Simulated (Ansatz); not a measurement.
# ZnS: pressure series

Consider ZnS in the zinc blende structure (space group F-43m, No. 216; a = 5.3566 Å).

Cell and atoms are relaxed at each pressure.

All numbers come from Ansatz (a first-principles code), PBEsol, PAW, cutoff 420 eV, without spin-orbit coupling.

Candidates:
(a) pressure 22.5 GPa
(b) pressure −2 GPa
(c) pressure 15 GPa
(d) pressure 0.9 GPa

Base values:

```
Property   Result
--------  -------
Band gap  2.09 eV
```

### Question
Order them by band gap, lowest first.

### Answer
(b) pressure −2 GPa (1.97 eV), (d) pressure 0.9 GPa (2.13 eV), (a) pressure 22.5 GPa (2.67 eV), (c) pressure 15 GPa (2.70 eV)

Load acts through the strain it causes; cell and atoms are relaxed under it. No phonon test of stability was made. Measured, ZnS leaves this structure (for rock salt) near 14.7 GPa (temperature not stated; as listed in Datta, Sujoy, Jana, Debnarayan, arXiv (2020)), on rising pressure, with hysteresis.
